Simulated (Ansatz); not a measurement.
The parent structure is TaCo₃ in the Cu3Au type structure (space group Pm-3m, No. 221; not spin-polarised; relaxed with 0.1 eV smearing).

```
CELL_PARAMETERS angstrom
      3.59064     0.00000     0.00000
      0.00000     3.59064     0.00000
      0.00000     0.00000     3.59064
ATOMIC_POSITIONS crystal
  Ta 0.00000 0.00000 0.00000
  Co 0.00000 0.50000 0.50000
  Co 0.50000 0.00000 0.50000
  Co 0.50000 0.50000 0.00000
```

Cartesian axes are those of the cell as printed.

Computed with DFT with PBEsol, PAW potentials and a 420 eV plane-wave cutoff in Ansatz (an electronic-structure program), no spin-orbit coupling.

Perturbation: the cell is compressed by 1.25 % along x with no lateral relaxation, atoms relaxed at fixed cell.

Task: Predict the stress tensor and what it implies for the stiffness.

Result: Stress of the strained cell less that of the base (GPa, compression positive):
```
    5.3     0.0     0.0
    0.0     2.7     0.0
    0.0     0.0     2.7
```

Then −Δσ_ii/ε with ε = -0.0125 gives secant stiffness values (nonlinear terms included at this strain): C11 ≈ 423 GPa, C12 ≈ 212 GPa and C13 ≈ 212 GPa.

Whether these cells are dynamically stable was not tested. All final runs are without spin polarisation.
